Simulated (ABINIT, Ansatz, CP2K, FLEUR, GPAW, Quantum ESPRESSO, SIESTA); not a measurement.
## MoS2 (P6_3/mmc, 6 atoms in the cell) computed with different codes at matched settings

Self-consistent single point, at a second geometry (lattice scaled by 0.98). First geometry:

```yaml
crystal:
  lattice:
    - [3.19403, 0.00000, 0.00000]
    - [-1.59702, 2.76611, 0.00000]
    - [0.00000, 0.00000, 13.21397]
  atoms:
    - { symbol: Mo, position: [0.00000, 0.00000, 0.25000] }
    - { symbol: Mo, position: [0.00000, 0.00000, 0.75000] }
    - { symbol: S, position: [0.33333, 0.66667, 0.36774] }
    - { symbol: S, position: [0.66667, 0.33333, 0.63226] }
    - { symbol: S, position: [0.66667, 0.33333, 0.86774] }
    - { symbol: S, position: [0.33333, 0.66667, 0.13226] }
```

Shared settings, as Ansatz (a program for electronic structure) writes them: kpoints.mp_grid.grid = 10 10 2; scf.occupations.method = fixed. Potentials and cutoffs stand in the table.

```json
[
 {"code": "SIESTA", "model": "GGA PBE, numerical atomic orbitals TZP, PseudoDojo PBE standard norm-conserving potentials (rewritten from UPF to PSML)", "ΔF from the first geometry (meV/atom)": "31.4", "pressure (GPa)": "9.53", "largest force (eV/Å)": "1.261", "cutoff": "grid 400 Ry"},
 {"code": "FLEUR", "model": "PBE, all-electron FLAPW (FLEUR), scalar-relativistic valence", "ΔF from the first geometry (meV/atom)": "34.0", "pressure (GPa)": "–", "largest force (eV/Å)": "1.097", "cutoff": "Kmax 3.9 1/bohr"},
 {"code": "ABINIT", "model": "PBE, norm-conserving pseudopotentials (PseudoDojo nc-sr-05 PBE standard)", "ΔF from the first geometry (meV/atom)": "33.1", "pressure (GPa)": "9.50", "largest force (eV/Å)": "1.097", "cutoff": "40 Ha"},
 {"code": "Quantum ESPRESSO", "model": "PBE, PseudoDojo standard norm-conserving (PBE) pseudopotentials", "ΔF from the first geometry (meV/atom)": "33.1", "pressure (GPa)": "9.50", "largest force (eV/Å)": "1.097", "cutoff": "80 Ry"},
 {"code": "GPAW", "model": "PBE, GPAW PAW datasets PBE (gpaw-data 1.0.1)", "ΔF from the first geometry (meV/atom)": "32.8", "pressure (GPa)": "9.34", "largest force (eV/Å)": "1.092", "cutoff": "550 eV"},
 {"code": "Ansatz", "model": "PBE, PAW files", "ΔF from the first geometry (meV/atom)": "32.6", "pressure (GPa)": "9.41", "largest force (eV/Å)": "1.088", "cutoff": "default"},
 {"code": "CP2K", "model": "PBE, GPW, DZVP-MOLOPT-SR-GTH basis, GTH-PBE potentials (GTH_POTENTIALS)", "ΔF from the first geometry (meV/atom)": "32.8", "pressure (GPa)": "9.57", "largest force (eV/Å)": "1.194", "cutoff": "grid 500 Ry"}
]
```

A dash marks a value that a program does not give, or that is left out as unsure.

On Ansatz's run: spin polarisation is off.

The spread over the programs that give each value: ΔF from the first geometry within 2.6 meV/atom; pressure within 0.23 GPa; largest force within 0.173 eV/Å.

SIESTA and CP2K use small atom-centred bases, whose incompleteness enters pressures, forces and empty levels differently from a plane-wave cutoff. FLEUR treats all electrons, but the usual bases taken here (sphere radii, linearisation, local orbitals, empty states) were not tested for convergence, so the values are no reference for the others. Ansatz's pressure is given at a fixed set of plane waves, as the other plane-wave codes print theirs; with its correction for the finite basis it is 9.44 GPa. In the force vectors, SIESTA (by 0.166) and CP2K (by 0.100) lie more than 0.08 eV/Å from the median of the plane-wave programs.

This mesh misses zone-boundary points where a band edge of such crystals can lie, so no gaps are given.

The starting cell comes from a database of computed structures (which also holds hypothetical and non-ambient phases and stackings), without a prior relaxation at this level. Its lattice was rescaled by a random factor within 2.5 % of one. For this run, on top of that: lattice scaled by 0.98.

Left out of this page: Elk (not drawn, or without a comparable value).

Keys are those of Ansatz 0.2.
